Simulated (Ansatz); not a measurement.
The parent structure is an 8-atom supercell of AlRu in the CsCl type structure (space group Pm-3m, No. 221; a = 2.9826 Å) at its relaxed geometry.

The values are results of DFT with r2SCAN, PAW potentials and a 500 eV plane-wave cutoff in Ansatz (a program for electronic structure), no spin-orbit coupling, earlier PAW set, not measurements.

One neutral defect a cell, atoms relaxed at fixed cell.

One change was made to it. Results:

```tsv
quantity	base	after
largest displacement of a host atom from its site in the perfect cell	–	0.31 Å
pressure	0.0 GPa	-11.1 GPa
```

**Question.** Which of these changes matches the shifts?
A. Ru vacancy
B. Al vacancy
C. Al on a Ru site (antisite), symmetric start
D. Sb on a Ru site

**Answer.** B, Al vacancy. For comparison, the pressure in the other runs: Ru vacancy gives -4.9 GPa; Al on a Ru site (antisite), symmetric start gives 4.2 GPa; Sb on a Ru site gives 21.1 GPa.

The cell is small, so the values are those of an ordered compound at a high defect concentration; dilute-limit values will differ. Defects with a symmetric start kept the site's symmetry and may sit on a saddle; the others started slightly shaken. All final runs are without spin polarisation.
